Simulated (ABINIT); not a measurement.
Band structure of VH (Fm-3m, 2 atoms in the cell).

```yaml
crystal:
  lattice:
    - [0.00000, 1.96375, 1.96375]
    - [1.96375, 0.00000, 1.96375]
    - [1.96375, 1.96375, 0.00000]
  atoms:
    - { symbol: V, position: [0.00000, 0.00000, 0.00000] }
    - { symbol: H, position: [0.50000, 0.50000, 0.50000] }
```

Method of the run: PBEsol, norm-conserving pseudopotentials (PseudoDojo nc-sr-04 PBEsol standard) (plane waves; ABINIT 10.0.3).

Settings: pseudos = [V.upf, H.upf]; ecut = 42 Ha; ixc = -116133; occopt = 7; tsmear = 0.1 eV; ngkpt = 14 14 14; nshiftk = 1; shiftk = 0 0 0; potentials = PseudoDojo nc-sr-04 PBEsol standard; kptopt = 1; nstep = 100; tolvrs1 = 1e-12; ndtset = 2.

The starting cell comes from a database of computed structures (which also holds hypothetical and non-ambient phases and stackings), without a prior relaxation at this level. Spin polarisation is off.

Levels in eV from the Fermi level, bands 4 to 11:
```tsv
point	4	5	6	7	8	9	10	11
Γ	-37.50	-10.55	-0.08	-0.08	-0.08	1.41	1.41	12.74
X	-37.74	-7.61	-2.70	1.66	2.50	2.98	2.98	6.77
W	-37.75	-6.72	-1.44	-1.44	0.83	2.99	5.98	7.49
K	-37.69	-6.81	-2.34	-0.42	1.35	2.56	5.13	6.28
L	-37.59	-5.41	-3.89	-0.50	-0.50	2.61	2.61	7.31
U	-37.69	-6.81	-2.34	-0.42	1.35	2.56	5.13	6.28
```

Bands cross the Fermi level along this path, so the cell is metallic at this level.
